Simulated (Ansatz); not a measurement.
System: interstitial Au in silicon (charge state +1). Level of theory: PBE, PAW (plane waves to 420 eV; Ansatz, an electronic-structure program).

Settings: 64 host sites, the relaxed PBE lattice, a 2×2×2 k-point mesh shifted by half a step, smearing 0.01 eV, spin-restricted, no image-charge correction. Energies are static. Spin-orbit coupling is left out. The charge state is imposed; whether it is stable for some Fermi level was not computed. Sites that were not tried may lie lower.

Barriers: single points on a 3×3×3 k-point mesh shifted by half a step at the bands' geometries.

The step: one Au atom jumps by itself; the atom moves 1.88 Å along (-0.24, 0.24, 0.00) of the unit cell; the moving atom starts with neighbours 6 Si at 2.46 Å and ends with 6 Si at 2.46 Å.

Q: Estimate the migration barrier of this step that PBE, PAW returns for this input.

A: 0.084 eV, the same both ways. At the saddle the moving atom has neighbours 2 Si at 2.50, 2 Si at 2.52, Si at 2.77, 4 Si at 2.79, Si at 2.82 Å. The check of the saddle point's order was inconclusive, and it lies on a symmetry element of the cell, where a band can be held.
